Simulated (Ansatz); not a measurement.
System: TiAl3 (I4/mmm, No. 139). Method: rVV10 (Ansatz, a quantum-chemistry and plane-wave program, plane waves, PAW).

Settings: plane-wave cutoff 520 eV, 20×20×20 k mesh, Fermi–Dirac smearing 0.05 eV, no spin polarisation, scalar-relativistic PAW data made under PBE.

Response to compression and expansion:

Shape and atoms are relaxed at each volume.

| V (Å³/atom) | P (GPa) | c (Å) | a (Å) |
|---|---|---|---|
| 15.201 | 4.79 | 8.481 | 3.787 |
| 15.517 | 2.27 | 8.543 | 3.812 |
| 15.834 | 0.00 | 8.604 | 3.837 |
| 16.151 | -2.06 | 8.664 | 3.862 |
| 16.467 | -3.91 | 8.724 | 3.886 |

Note: the bulk modulus comes from volumes at which shape and atoms were relaxed.
